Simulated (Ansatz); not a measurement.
# ZrOs in the CsCl type structure (space group Pm-3m, No. 221)

```
ZrOs
1.0
    3.24723     0.00000     0.00000
    0.00000     3.24723     0.00000
    0.00000     0.00000     3.24723
Zr Os
1 1
Cartesian
  1.62362   1.62362   1.62362
  0.00000   0.00000   0.00000
```

All numbers come from PBEsol in Ansatz (plane waves to 420 eV, PAW, scalar-relativistic without spin-orbit coupling). Γ-centred 14×14×14 mesh, Fermi–Dirac width 0.05 eV.

The volume per atom is 17.12 Å³ and the density is 13.65 g/cm³. The band gap is zero and the total energy is -7690.374 eV/atom (σ→0; compares only within this code and set-up).

No phonon test of stability was made. All final runs are without spin polarisation.

Ansatz is a first-principles code.
